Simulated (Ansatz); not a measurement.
## Si₂N₂O (Cmc2₁, No. 36)

The numbers are results of HSE06 (Ansatz, an electronic-structure program, PAW), not measurements.

Settings: plane-wave cutoff 460 eV, 6×6×6 k mesh, Fermi–Dirac smearing 0.01 eV, scalar-relativistic PAW data made under PBE.

Cell: relaxed with PBEsol: a = 8.921 Å, b = 5.517 Å, c = 4.865 Å, α = β = γ = 90.00°.

- band gap = 6.54 eV (on the SCF k mesh) (direct)

Note: cell and atoms aren't relaxed at this level (pressure -2.5 GPa).

Computed values are for the static lattice.

The result took very roughly 7 core-minutes.
